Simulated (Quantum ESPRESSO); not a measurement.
Worked example: self-consistent single point of LiMg (P1, 4 atoms in the cell) in Quantum ESPRESSO.

Method: LDA (PZ), GBRV 1.5 ultrasoft (LDA) pseudopotentials (plane waves; Quantum ESPRESSO 7.5).

```xyz
4
Lattice="5.6971 -1.5441 0.0000 5.6971 1.5441 0.0000 -2.4463 0.0000 4.7638" Properties=species:S:1:pos:R:3 pbc="T T T"
Li     2.4749    -0.0511     3.4172
Li     6.3706     0.0543     1.3802
Mg    -0.4755    -0.0063     3.8044
Mg     9.5256     0.0030     0.9259
```

Reference input (self-consistent single point, DFT, PBEsol, plane waves, GBRV 1.5 ultrasoft (PBESOL) pseudopotentials): ecutwfc = 40 Ry; ecutrho = 200 Ry; occupations = smearing; smearing = fd; degauss = 0.0099958 Ry; potentials = {Li: li_pbesol_v1.4.uspp.F.UPF, Mg: mg_pbesol_v1.4.uspp.F.UPF}; K_POINTS = automatic 7 7 4 0 0 0; conv_thr = 1e-11 Ry. This run's input differs from it in these lines:

```diff
@@ -23,4 +23,4 @@
 ATOMIC_SPECIES
-Li     6.9400  li_pbesol_v1.4.uspp.F.UPF
-Mg    24.3050  mg_pbesol_v1.4.uspp.F.UPF
+Li     6.9400  li_lda_v1.4.uspp.F.UPF
+Mg    24.3050  mg_lda_v1.4.uspp.F.UPF
 CELL_PARAMETERS {alat}
```

The program printed (abridged):

```
     Self-consistent Calculation

     iteration #  1     ecut=    40.00 Ry     beta= 0.70

     total energy              =    -278.18308686 Ry
     estimated scf accuracy    <       1.68936714 Ry

     iteration #  2     ecut=    40.00 Ry     beta= 0.70

     total energy              =    -278.67238182 Ry
     estimated scf accuracy    <       0.30605658 Ry

     iteration #  3     ecut=    40.00 Ry     beta= 0.70

     total energy              =    -278.72347887 Ry
     estimated scf accuracy    <       0.00700086 Ry

   [... 6 blocks of this kind left out ...]

     iteration # 10     ecut=    40.00 Ry     beta= 0.70

     total energy              =    -278.72521027 Ry
     estimated scf accuracy    <          3.5E-10 Ry

     iteration # 11     ecut=    40.00 Ry     beta= 0.70
     End of self-consistent calculation

     the Fermi energy is     3.2173 ev

!    total energy              =    -278.72521027 Ry
     estimated scf accuracy    <          4.8E-12 Ry
     smearing contrib. (-TS)   =      -0.00939345 Ry
     internal energy E=F+TS    =    -278.71581682 Ry

     convergence has been achieved in  11 iterations

     Forces acting on atoms (cartesian axes, Ry/au):

     atom    1 type  1   force =     0.00826173    0.00175986   -0.00665994
     atom    2 type  1   force =     0.00264701   -0.00226396    0.00052410
     atom    3 type  2   force =    -0.00824151    0.00139169   -0.00246695
     atom    4 type  2   force =    -0.00266723   -0.00088759    0.00860278

     Total force =     0.016911     Total SCF correction =     0.000009

          total   stress  (Ry/bohr**3)                   (kbar)     P=      -11.37
  -0.00010216  -0.00001170  -0.00000269          -15.03       -1.72       -0.40
  -0.00001170  -0.00001258   0.00000663           -1.72       -1.85        0.98
  -0.00000269   0.00000663  -0.00011721           -0.40        0.98      -17.24

   JOB DONE.
```

The run converged in 11 iterations. Against the reference run the pressure goes from 0.09 to -1.14 GPa and the largest force goes from 0.303 to 0.277 eV/Å.

The starting cell comes from a database of computed structures (which also holds hypothetical and non-ambient phases and stackings), without a prior relaxation at this level. Its atoms were displaced at random from the sites of space group no. 12.

Cost on one core of a shared machine: roughly 2 min.
